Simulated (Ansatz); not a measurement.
Levels about the gap of amorphous Si30N41Al (72 atoms in a cell of 809 Å³, 2.96 g/cm³; zone centre alone, so wide bands show as single levels with stretches between that a denser mesh fills), at the geometry that PBE relaxed, where it gives 4.3 GPa on a denser mesh. The participation number counts the atoms over which a state spreads; weights are charges in smoothed Voronoi cells. The levels come from a single point, so bond lengths are those of that geometry. Method of the levels: PBE, scalar-relativistic without spin-orbit coupling (Ansatz, a quantum-chemistry and plane-wave program). Sampling: the zone centre alone; Fermi-Dirac width 0.02 eV; no spin polarisation. At PBE the levels at the filled edge of the gap are localised (band-tail or defect states), and the nearest spread-out levels lie 3.2 eV apart at the zone centre.

Preparation: random packing, a CHGNet melt and quench, and a DFT relaxation. N atoms were pushed apart under 1.9 Å during the dynamics, to hinder bonds among them. The hot cell started wider than the set density and was brought back towards it in steps. It is the lowest in DFT energy of 2 quenches. It is a model cell: composition and starting density were chosen by hand, and all elements were melted together. No dispersion term was used. Its density started from a set value of 2.96 and ended at 2.96 g/cm³. Cooling (nominally 380 K/ps over its main leg) ran many orders faster than in experiment, which tends to leave more defects and strain. Values belong to this one cell and scatter from quench to quench. The volume was held where the preparation left it and the shape relaxed, at a PBE pressure of 4.3 GPa. Stress components on the final sampling reach 4.3 GPa. On a 2×2×2 Γ-centred mesh force components of up to 0.14 eV/Å stay, since the relaxation ran on the zone centre alone.

```json
[
 {"E - E(highest filled), eV": "-1.13", "filling": "filled", "participation number": "16.9", "largest on": "N, 3 neighbours", "weight N": "0.89", "weight Si": "0.11", "weight Al": "0.00"},
 {"E - E(highest filled), eV": "-0.95", "filling": "filled", "participation number": "8.9", "largest on": "N, 3 neighbours", "weight N": "0.89", "weight Si": "0.11", "weight Al": "0.00"},
 {"E - E(highest filled), eV": "-0.92", "filling": "filled", "participation number": "10.2", "largest on": "N, 3 neighbours", "weight N": "0.90", "weight Si": "0.10", "weight Al": "0.00"},
 {"E - E(highest filled), eV": "-0.79", "filling": "filled", "participation number": "10.9", "largest on": "N, 3 neighbours", "weight N": "0.90", "weight Si": "0.09", "weight Al": "0.00"},
 {"E - E(highest filled), eV": "-0.61", "filling": "filled", "participation number": "10.9", "largest on": "N, 3 neighbours", "weight N": "0.90", "weight Si": "0.10", "weight Al": "0.00"},
 {"E - E(highest filled), eV": "-0.47", "filling": "filled", "participation number": "6.4", "largest on": "N, 3 neighbours", "weight N": "0.90", "weight Si": "0.10", "weight Al": "0.00"},
 {"E - E(highest filled), eV": "0.00", "filling": "filled", "participation number": "4.6", "largest on": "N, 3 neighbours", "weight N": "0.88", "weight Si": "0.11", "weight Al": "0.00"},
 {"E - E(highest filled), eV": "2.07", "filling": "empty", "participation number": "31.2", "largest on": "Si, 3 neighbours", "weight N": "0.50", "weight Si": "0.47", "weight Al": "0.03"},
 {"E - E(highest filled), eV": "2.39", "filling": "empty", "participation number": "9.6", "largest on": "Si, 3 neighbours", "weight N": "0.43", "weight Si": "0.54", "weight Al": "0.03"},
 {"E - E(highest filled), eV": "2.68", "filling": "empty", "participation number": "19.5", "largest on": "Si, 4 neighbours", "weight N": "0.44", "weight Si": "0.54", "weight Al": "0.01"},
 {"E - E(highest filled), eV": "3.04", "filling": "empty", "participation number": "26.5", "largest on": "Si, 4 neighbours", "weight N": "0.46", "weight Si": "0.53", "weight Al": "0.01"},
 {"E - E(highest filled), eV": "3.26", "filling": "empty", "participation number": "30.2", "largest on": "Si, 5 neighbours", "weight N": "0.45", "weight Si": "0.54", "weight Al": "0.01"},
 {"E - E(highest filled), eV": "3.38", "filling": "empty", "participation number": "27.7", "largest on": "Si, 3 neighbours", "weight N": "0.45", "weight Si": "0.54", "weight Al": "0.01"},
 {"E - E(highest filled), eV": "3.54", "filling": "empty", "participation number": "21.3", "largest on": "Si, 3 neighbours", "weight N": "0.43", "weight Si": "0.48", "weight Al": "0.09"}
]
```

Most localised among these is the filled level at +0.00 eV, on a N atom, which has 3 neighbours (Si 1.75 Å, Si 1.76 Å, Si 1.81 Å).
